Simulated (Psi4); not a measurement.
Psi4 1.11, B3LYP/def2-svp: Zr(Br)3(I) ([Br][Zr]([Br])([Br])[I]), 5 atoms. The geometry is a generated start, not checked to be a minimum at this level.

```yaml
task: energy
method: b3lyp
basis: def2-svp
memory: 3 GB
maxiter: 100
keys_of_the_molecule_block: symmetry c1
scf_type: df (default)
diis_max_vecs: 10 (default)
e_convergence: 1e-06 (default)
d_convergence: 1e-06 (default)
dft_radial_points: 75 (default)
dft_spherical_points: 302 (default)
effective_core_potentials: those of the basis set, past Kr
basis_functions: 153
grid_points: 108357
```

```xyz
5

Zr    -0.1309    -0.1065    -0.0120
Br     1.9959    -0.4204    -1.3074
Br     0.8867     0.4449     2.2163
Br    -0.5849     2.2543    -0.7344
I     -2.1669    -2.1724    -0.1625
```

Charge 0 and multiplicity 1 are set for this test and not shown to be the ground state.

With the defaults (diis = true, scf_initial_accelerator = adiis, damping_percentage = 0, soscf = false, soscf_start_convergence = 0.01, guess = auto, which took SAD, diis_start = 1) it converges in 11 SCF iterations. One run each on 2 threads, with these changes:
- guess = sap
- diis_start = 4
- guess = huckel
- soscf = true
- scf_initial_accelerator = none
- scf_initial_accelerator = ediis
- soscf = true, soscf_start_convergence = 0.1
- guess = sadno
- diis = false, scf_initial_accelerator = none, damping_percentage = 60

Problem. Which of these changes keep the SCF from converging, or lead it to another solution?

Solution. No convergence: diis = false, scf_initial_accelerator = none, damping_percentage = 60 (the run ends without SCF convergence in 100 iterations). The rest reach the solution of the defaults.

| setting | SCF iterations | JK calls | end |
|---|---|---|---|
| soscf = true | 8 | 29 | same solution |
| soscf = true, soscf_start_convergence = 0.1 | 10 | 41 | same solution |
| the defaults | 11 | 12 | same solution |
| scf_initial_accelerator = none | 11 | 12 | same solution |
| scf_initial_accelerator = ediis | 11 | 12 | same solution |
| guess = huckel | 12 | 39 | same solution |
| guess = sadno | 12 | 12 | same solution |
| guess = sap | 15 | 15 | same solution |
| diis_start = 4 | 18 | 19 | same solution |
| diis = false, scf_initial_accelerator = none, damping_percentage = 60 | 100 | 101 | no convergence |

An SOSCF iteration holds several JK calls; a Hückel guess adds calls on atoms. 1 further run of the study ended by our limits or in an error and is left out.
